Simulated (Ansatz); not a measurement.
The reference is BaTiO3 (space group P4mm, No. 99).

```yaml
crystal:
  lattice:
    - [3.97275, 0.00000, 0.00000]
    - [0.00000, 3.97275, 0.00000]
    - [0.00000, 0.00000, 4.11229]
  atoms:
    - { symbol: Ti, position: [0.50000, 0.50000, 0.45228] }
    - { symbol: Ba, position: [0.00000, 0.00000, 0.93419] }
    - { symbol: O, position: [0.50000, 0.50000, 0.89527] }
    - { symbol: O, position: [0.50000, 0.00000, 0.41213] }
    - { symbol: O, position: [0.00000, 0.50000, 0.41213] }
```

Method: Ansatz (a first-principles code), r2SCAN, PAW, cutoff 500 eV, no spin-orbit coupling, earlier PAW set.

Base values:

```
Property                         Result
-----------------------------  --------
Band gap                        2.23 eV
Shortest interatomic distance  182.2 pm
```

Modification: a hydrostatic pressure of 3 GPa.

Task: Predict the new band gap.

Result: The band gap rises by 0.024 eV (2.23 eV → 2.26 eV).

Task: How does this affect the shortest interatomic distance?

Result: The shortest interatomic distance goes up by 1.9 pm to 184.1 pm.

Load acts through the strain it causes; cell and atoms are relaxed under it. Whether these cells are dynamically stable was not tested. The final runs are not spin-polarised.
